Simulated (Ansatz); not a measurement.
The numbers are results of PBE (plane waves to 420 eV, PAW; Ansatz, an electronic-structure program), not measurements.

Plane-averaged electrostatic potential energy along the normal, in eV from the Fermi level, for the (100) surface of rock-salt TiC, Mo on all Ti sites of the top plane (bottom of the slab: a bare face, its two planes held):

(z (Å), V (eV)): (3.66, 4.10); (3.94, 4.10); (4.22, 4.10); (4.50, 4.09); (4.78, 4.09); (5.06, 4.08); (5.34, 4.06); (5.62, 4.01); (5.91, 3.93); (6.19, 3.76); (6.47, 3.40); (6.75, 2.69); (7.03, 1.20); (7.31, -2.29); (7.59, -8.48); (7.88, -14.97); (8.16, -16.97); (8.44, -12.81); (8.72, -5.95); (9.00, -1.25); (9.28, -0.59); (9.56, -4.17); (9.84, -10.90); (10.12, -16.59); (10.41, -16.65); (10.69, -11.06); (10.97, -4.36); (11.25, -0.76); (11.53, -1.42); (11.81, -6.20); (12.09, -13.25); (12.38, -17.46); (12.66, -15.33); (12.94, -8.77); (13.22, -2.90); (13.50, -0.65); (13.78, -2.74); (14.06, -8.56); (14.34, -15.25); (14.62, -17.67); (14.91, -13.70); (15.19, -6.76); (15.47, -1.98); (15.75, -1.32); (16.03, -4.87); (16.31, -11.15); (16.59, -16.98); (16.88, -17.69); (17.16, -12.31); (17.44, -5.49); (17.72, -2.68); (18.00, -5.53); (18.28, -12.61); (18.56, -21.01); (18.84, -25.56); (19.12, -21.55); (19.41, -11.37); (19.69, -2.74); (19.97, 1.01); (20.25, 2.60); (20.53, 3.32); (20.81, 3.65); (21.09, 3.80); (21.38, 3.88); (21.66, 3.91); (21.94, 3.93); (22.22, 3.93); (22.50, 3.94); (22.78, 3.94); (23.06, 3.94); (23.34, 3.94)

Slab: 12 atoms, 10.8 Å thick at the start with caps and adatoms (thin: gaps and levels are the slab's own); k 12x12x1, smearing 0.1 eV, dipole-corrected; 4 atoms held, the rest relaxed; held to the start's symmetry, so lower structures may exist; no spin, no spin-orbit, no U. In PBE it is, or lies within 0.01 eV a 1x1 cell of, the lowest of the 2 structures of its composition computed so far; subsurface sites and larger cells were not tried.

The vacuum level lies 3.94 eV above the Fermi level over the top face and 4.10 eV above it under the bottom face.
